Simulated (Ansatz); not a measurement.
Density of states of SiNi3 (Pm-3m, 4 atoms in the cell).

```xyz
4
Lattice="3.4984 0.0000 0.0000 0.0000 3.4984 0.0000 0.0000 0.0000 3.4984" Properties=species:S:1:pos:R:3 pbc="T T T"
Si     0.0000     0.0000     0.0000
Ni     0.0000     1.7492     1.7492
Ni     1.7492     0.0000     1.7492
Ni     1.7492     1.7492     0.0000
```

Computed with PBE (plane waves, PAW; Ansatz, a first-principles code).

SCF settings: basis.ecutwfc = 420 eV; kpoints.mp_grid.grid = 8 8 8; hamiltonian.xc = pbe; hamiltonian.pseudopotentials = {kind: paw} (the program's default PAW files); scf.occupations.method = cold; scf.occupations.width = 0.1 eV. Keys of the DOS step: output.dos.nscf_kmesh.grid = 12 12 12; output.dos.method = {smearing: {sigma: 0.02}} eV.

The starting cell comes from a database of computed structures (which also holds hypothetical and non-ambient phases and stackings), without a prior relaxation at this level. Its lattice was rescaled by a random factor within 2.5 % of one. Spin polarisation is off.

Total DOS (both spins), as means of the tabulated values in each energy bin; the zero is the program's Fermi level or highest filled level, and the curve is cut to this window:

```
E (eV) | states/eV/cell
    -7.88 |  0.05
    -7.62 |  0.13
    -7.38 | # 0.38
    -7.12 | # 0.53
    -6.88 | # 0.61
    -6.62 | # 0.58
    -6.38 | ### 1.21
    -6.12 | ### 1.39
    -5.88 | #### 1.63
    -5.62 | ## 1.04
    -5.38 | ##### 1.98
    -5.12 | #### 1.58
    -4.88 | #### 1.70
    -4.62 | ### 1.21
    -4.38 | ##### 2.12
    -4.12 | ######## 3.38
    -3.88 | ################## 7.90
    -3.62 | ########### 4.83
    -3.38 | ####### 3.21
    -3.12 | ############### 6.67
    -2.88 | ############## 5.91
    -2.62 | ############ 5.24
    -2.38 | ###################### 9.44
    -2.12 | ################# 7.27
    -1.88 | ######## 3.44
    -1.62 | ############# 5.49
    -1.38 | ############################ 12.2
    -1.12 | ############################## 13.0
    -0.88 | ##################### 9.07
    -0.62 | ################ 6.93
    -0.38 | ######### 3.86
    -0.12 | ######### 4.04
     0.12 | ## 0.94
     0.38 | ### 1.30
     0.62 | ###### 2.50
     0.88 | ###### 2.72
```

Around zero the curve holds about 2.0 states/eV/cell.

Keys are those of Ansatz 0.2.
